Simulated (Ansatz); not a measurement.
Base system: TiC in the rock salt structure (space group Fm-3m, No. 225; a = 4.333 Å; relaxed with 0.1 eV smearing).

All numbers come from PBE, PAW, 420 eV (Ansatz, a quantum-chemistry and plane-wave program; spin-orbit coupling left out).

Strains are applied to the cell and any free atomic positions relax.

One change was made to it. Results:

```csv
quantity,base,after
energy relative to the base (free energy F),0 meV/atom,+1.8 meV/atom
pressure,0.0 GPa,-3.6 GPa
```

### Question
Which of these changes matches the shifts?
(A) isotropic strain +0.50 %
(B) isotropic strain −3.00 %
(C) isotropic strain +1.50 %
(D) isotropic strain +3.00 %

### Answer
A, isotropic strain +0.50 %. For comparison, the energy relative to the base in the other runs: isotropic strain −3.00 % gives +71 meV/atom; isotropic strain +1.50 % gives +15 meV/atom; isotropic strain +3.00 % gives +59 meV/atom.

Whether these cells are dynamically stable was not tested. All final runs are without spin polarisation.
